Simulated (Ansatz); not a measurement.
Base system: SrSnSe$_{3}$ in the cubic perovskite structure (space group Pm-3m, No. 221; a = 5.3228 Å; a hypothetical phase, not in the database extracts checked).

(Cell as relaxed with PBE.)

Levels (all Ansatz, a first-principles code, PAW): PBE (420 eV, no spin-orbit coupling); PBEsol (420 eV, no spin-orbit coupling).

Each level relaxes its own structure.

```json
[
 {"quantity": "volume per atom", "PBE": "30.16 Å³", "PBEsol": "(withheld)"},
 {"quantity": "lattice parameter a", "PBE": "10.059 bohr", "PBEsol": "(withheld)"},
 {"quantity": "band gap", "PBE": "zero", "PBEsol": "(withheld)"}
]
```

Question: Given the PBE results, estimate those of PBEsol.

Answer: 
- volume per atom, PBEsol: 28.78 Å³
- lattice parameter a, PBEsol: 9.903 bohr
- band gap, PBEsol: zero

PBE's volume per atom lies 1.38 Å³ above PBEsol's (4.8 %); PBE's lattice parameter a lies 0.156 bohr above PBEsol's (1.6 %); the two agree on the band gap. Neither level is exact; PBEsol is the comparison here, not a measurement.

No phonon test of stability was made. All final runs are without spin polarisation. Many cubic perovskites are stable only at high temperature; tilts and polar distortions were not tested.
